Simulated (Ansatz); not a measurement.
Input:

End structure of a constructed model of the (000-1) surface of wurtzite CdSe (in the relaxation like top atoms buckled by 0.4 Å), Se-terminated, Se trimer, 2x2 (bottom of the slab: 2 H on 4 bottom sites):

```yaml
crystal:
  lattice:
    - [8.76567, 0.00000, 0.00000]
    - [-4.38283, 7.59129, 0.00000]
    - [0.00000, 0.00000, 32.00000]
  atoms:
    - { symbol: Cd, position: [0.34619, 0.15381, 0.29653] }
    - { symbol: Cd, position: [0.82996, 0.16984, 0.33199] }
    - { symbol: Cd, position: [0.33016, 0.67004, 0.33199] }
    - { symbol: Cd, position: [0.84608, 0.65392, 0.29639] }
    - { symbol: Se, position: [0.17489, 0.32511, 0.33795] }
    - { symbol: Se, position: [0.66041, 0.33998, 0.33835] }
    - { symbol: Se, position: [0.16002, 0.83959, 0.33835] }
    - { symbol: Se, position: [0.67490, 0.82510, 0.33780] }
    - { symbol: Cd, position: [0.16667, 0.33333, 0.42212] }
    - { symbol: Cd, position: [0.66667, 0.33333, 0.42212] }
    - { symbol: Cd, position: [0.16667, 0.83333, 0.42212] }
    - { symbol: Cd, position: [0.66667, 0.83333, 0.42212] }
    - { symbol: Se, position: [0.33333, 0.16667, 0.44990] }
    - { symbol: Se, position: [0.83333, 0.16667, 0.44990] }
    - { symbol: Se, position: [0.33333, 0.66667, 0.44990] }
    - { symbol: Se, position: [0.83333, 0.66667, 0.44990] }
    - { symbol: Cd, position: [0.33997, 0.16003, 0.53311] }
    - { symbol: Cd, position: [0.82837, 0.16592, 0.53456] }
    - { symbol: Cd, position: [0.33408, 0.67163, 0.53456] }
    - { symbol: Cd, position: [0.83125, 0.66875, 0.53323] }
    - { symbol: Se, position: [0.17011, 0.32989, 0.55618] }
    - { symbol: Se, position: [0.66938, 0.33813, 0.56374] }
    - { symbol: Se, position: [0.16187, 0.83062, 0.56374] }
    - { symbol: Se, position: [0.66514, 0.83486, 0.56315] }
    - { symbol: Cd, position: [0.16987, 0.33013, 0.63816] }
    - { symbol: Cd, position: [0.69604, 0.37646, 0.64839] }
    - { symbol: Cd, position: [0.12354, 0.80396, 0.64839] }
    - { symbol: Cd, position: [0.66538, 0.83462, 0.64797] }
    - { symbol: Se, position: [0.35061, 0.14939, 0.66843] }
    - { symbol: Se, position: [0.84159, 0.18387, 0.67130] }
    - { symbol: Se, position: [0.31613, 0.65841, 0.67130] }
    - { symbol: Se, position: [0.82015, 0.67985, 0.68556] }
    - { symbol: H, position: [0.33195, 0.16805, 0.24364] }
    - { symbol: H, position: [0.83220, 0.66780, 0.24348] }
    - { symbol: Se, position: [0.33882, 0.16118, 0.74345] }
    - { symbol: Se, position: [0.32592, 0.45241, 0.73064] }
    - { symbol: Se, position: [0.04759, 0.17408, 0.73064] }
```

Model: 37-atom slab, 15.8 Å thick at the start with caps and adatoms, 3x3x1 mesh, Fermi-Dirac 0.025 eV, dipole correction, 8 atoms held, the rest relaxed; symmetry of the start imposed; no spin, no spin-orbit, no U. It is one candidate, not shown to be the stable structure of the face.

Q: Estimate the highest filled level below the top vacuum level that PBE in Ansatz (an electronic-structure program) returns for this input.

A: 5.04 eV

Q: What gap of the slab on its k-mesh does PBE give?

A: 0.45 eV
